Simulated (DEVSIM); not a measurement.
Device: abrupt GaAs n-p junction, at 400 K.

Layer 1 from the left is GaAs, thickness (μm) 22.0, Nd (cm⁻³) 3.2e16, τn (s) 1.7e-9, τp (s) 1.7e-9. Layer 2 from the left is GaAs, thickness (μm) 34.0, Na (cm⁻³) 2.8e15, τn (s) 1.7e-9, τp (s) 1.7e-9.

Left contact: ohmic. Right contact: ohmic. Voltage is applied to the left contact. Recombination: SRH at mid-gap, Auger. Mobility is μmin + (μ − μmin)/(1 + (N/Nref)^α).

This is a model device: material constants are rounded textbook-type values typed into the input, and sizes, dopings and lifetimes were drawn at random. Values at 300 K; Nc and Nv go as T^1.5, mobilities as T to minus their exponent, the gap by Varshni's rule with the affinity fixed.

GaAs: gap (eV) 1.424, affinity (eV) 4.07, permittivity 12.9, Nc (cm⁻³) 4.7e17, Nv (cm⁻³) 9e18, μn (cm²/Vs) 8500, μp (cm²/Vs) 400, μn,min 500, μp,min 20, Nref,n 6e16, Nref,p 1.5e17, αn 0.39, αp 0.38, T exponent of μn 2.1, T exponent of μp 2.2, Cn (cm⁶/s) 1e-30, Cp (cm⁶/s) 1e-30, Varshni α (eV/K) 0.000541, Varshni β (K) 204.

Model (solved in DEVSIM): 1D drift-diffusion, Boltzmann statistics, complete ionisation; no tunnelling, impact ionisation, image-force lowering or self-heating.

Q: What does the simulation give for the dark forward voltage at 1 A/cm², the largest field in the device at zero bias, the potential step across the device at zero bias?

A: dark forward voltage at 1 A/cm² 0.757 V; largest field in the device at zero bias 26000 V/cm; potential step across the device at zero bias 0.977 V.
